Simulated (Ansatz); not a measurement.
# Zinc-blende RbBr (model structure)

Method: HSE06 (Ansatz, an electronic-structure program, PAW).

Numerical settings: plane-wave cutoff 500 eV, 6×6×6 k mesh, gaussian smearing 0.02 eV, scalar-relativistic PAW data made under PBE.

Cell (relaxed at this level):

Space group F-43m (No. 216); a = b = c = 7.7595 Å, α = β = γ = 90.00°

```tsv
atom	site	symmetry	x	y	z
Rb	4a	-43m	0.0000	0.0000	0.0000
Br	4d	-43m	0.7500	0.7500	0.7500
```
(The calculation used a cell of 2 atoms; values per cell refer to that cell.)

```
Item                            Value
--------  ---------------------------
band gap  5.16 eV (on the SCF k mesh)
```

Note: the relaxation could raise the start's symmetry but not lower it, so the cell can be a saddle point.

Spin–orbit coupling is not included.

Static lattice: no zero-point or thermal effects.

Cost on a shared machine: very roughly 13 core-minutes.

A model structure was made by putting elements into a prototype or built by hand; it is no filed structure, need not be a known phase, and can be a saddle point held by its symmetry.
